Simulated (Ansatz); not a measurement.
Start from Ag in the fcc (Cu type) structure (space group Fm-3m, No. 225; relaxed with 0.1 eV smearing).

```yaml
crystal:
  lattice:
    - [0.00000, 2.07447, 2.07447]
    - [2.07447, 0.00000, 2.07447]
    - [2.07447, 2.07447, 0.00000]
  atoms:
    - { symbol: Ag, position: [0.00000, 0.00000, 0.00000] }
```

Calculations: Ansatz (an electronic-structure program), PBE, PAW, cutoff 420 eV, spin-orbit coupling left out, earlier PAW set.

Base values:

The pressure is 0.0 GPa.

Modification: an isotropic linear strain of +1.24 %; the atoms relax in the strained cell.

**Question.** How does this affect the energy relative to the base?

**Answer.** The energy grows by 6.6 meV/atom.

**Question.** Predict the new pressure.

**Answer.** The pressure goes from zero to -3.0 GPa.

Whether these cells are dynamically stable was not tested.
